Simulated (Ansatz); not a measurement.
The reference is SiO$_{2}$ in the rutile structure (space group P4_2/mnm, No. 136; a = 4.1852 Å, c = 2.6688 Å).

Perturbation: cell and atoms relaxed at a pressure of 2.1 GPa.

Levels (all Ansatz, a quantum-chemistry and plane-wave program, PAW): r2SCAN (500 eV, without spin-orbit coupling); HSE06 (420 eV, spin-orbit coupling left out).

The geometry is relaxed with r2SCAN.

| Property | Result |
|---|---|
| r2SCAN band gap | 6.62 eV |

### Question
How does going to HSE06 change the band gap?

### Answer
The band gap grows by 1.15 eV (6.62 eV → 7.77 eV).

Single points use the geometry relaxed with r2SCAN. Their cutoffs differ, which shifts pressures a little. Load acts through the strain it causes; cell and atoms are relaxed under it. Whether these cells are dynamically stable was not tested.
